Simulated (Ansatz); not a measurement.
**Response to strain in WSe2**

Base system: WSe$_{2}$ (space group P6_3/mmc, No. 194; layered, stacked along the Cartesian z axis).

```
CELL_PARAMETERS angstrom
      3.27904     0.00000     0.00000
     -1.63952     2.83973     0.00000
      0.00000     0.00000    12.78623
ATOMIC_POSITIONS crystal
  W  0.66667 0.33333 0.75000
  W  0.33333 0.66667 0.25000
  Se 0.66667 0.33333 0.38172
  Se 0.33333 0.66667 0.88172
  Se 0.33333 0.66667 0.61828
  Se 0.66667 0.33333 0.11828
```

Cartesian axes are those of the cell as printed.

Strains are applied to the cell and any free atomic positions relax; under biaxial strain the out-of-plane vector relaxes too.

Computed with PBE-D3(BJ), PAW, 420 eV (Ansatz, a program for electronic structure; no spin-orbit coupling).

| biaxial strain, plane normal [001], relaxed out of plane (%) | out-of-plane strain (%) |
|---|---|
| 0 | 0.00 |
| 0.6 | ? |
| 1.2 | -0.45 |
| 1.8 | -0.67 |
| 2.4 | -0.89 |
| 3 | -1.11 |

Task: Fit ε⊥ = −νε + γε² (strains in %) to the rows shown and predict the withheld row.

Result: Least squares on the printed values gives ν = 0.38 (the biaxial Poisson response) and γ = 0.002 (largest residual 0.00 %); this predicts -0.23 %, and the run gives -0.23 %, in agreement.

Stability against distortions was not tested.
